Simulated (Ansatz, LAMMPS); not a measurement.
**Si well of 21 atomic layers along [001] in random Si0.5Ge0.5, Ge share that oscillates in the well**

Cell 16.85 × 16.85 × 66.23 Å, Si595Ge269, 864 atoms. Prepared with LAMMPS with Tersoff's 1989 multicomponent potential (SiCGe.tersoff): minimisation. 

The numbers are results of PBE, support functions at accuracy medium on the grid of 370 eV (norm-conserving potentials; Ansatz, a quantum-chemistry and plane-wave program), not measurements.

Basis: localised support functions (accuracy medium) on a full density matrix. k-points: zone centre alone; occupations: Fermi-Dirac, 0.010 eV; spin polarisation not allowed. No spin-orbit coupling.

```json
{
  "Kohn-Sham gap of the cell on its k-mesh": "0.22 eV",
  "weight_of_the_highest_filled_level_on_the_well": "0.32",
  "weight_of_the_lowest_empty_level_on_the_well": "0.99",
  "coordination (neighbours within 2.870 Å)": "100.0 % 4-fold",
  "Ge-Ge bonds, mean ± spread": "2.478 ± 0.008 Å",
  "Ge-Si bonds, mean ± spread": "2.433 ± 0.009 Å",
  "Si-Si bonds, mean ± spread": "2.392 ± 0.008 Å",
  "bond angles, mean ± spread": "109.5° ± 1.4°",
  "pressure": "-1.34 GPa",
  "cost_of_the_final_run": "about 60 core-minutes (a rough figure), 14 SCF iterations, 17 GiB"
}
```
